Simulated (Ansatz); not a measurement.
**Effect of uniaxial strain ε_zz = −0.50 % on Nb**

Take Nb in the bcc (W type) structure (space group Im-3m, No. 229; a = 3.248 Å; relaxed with 0.1 eV smearing) as the base. Axes: x, y, z lie along the cube axes.

One thing is altered: the cell is compressed by 0.50 % along z with no lateral relaxation, atoms relaxed at fixed cell.

Level of theory: LDA, PAW, 420 eV (Ansatz, a program for electronic structure; scalar-relativistic without spin-orbit coupling). k-mesh 28×28×28 (Γ-centred); smearing 0.1 eV (Fermi–Dirac).

```json
[
 {"quantity": "shortest interatomic distance", "base": "2.813 Å", "changed": "2.809 Å", "shift": "-0.0047 Å"},
 {"quantity": "energy relative to the base (free energy F)", "base": "0 meV/atom", "changed": "+0.4 meV/atom", "shift": "+0.4 meV/atom"},
 {"quantity": "pressure (mean of the normal stresses, compression positive)", "base": "0.0 GPa", "changed": "1.0 GPa", "shift": "+1.0 GPa"},
 {"quantity": "band gap", "base": "zero", "changed": "zero", "shift": "–"},
 {"quantity": "stress (xx, yy, zz, yz, xz, xy; compression positive)", "base": "–", "changed": "(0.7, 0.7, 1.4, 0.0, 0.0, 0.0) GPa", "shift": "–"}
]
```

No phonon test of stability was made. All final runs are without spin polarisation.
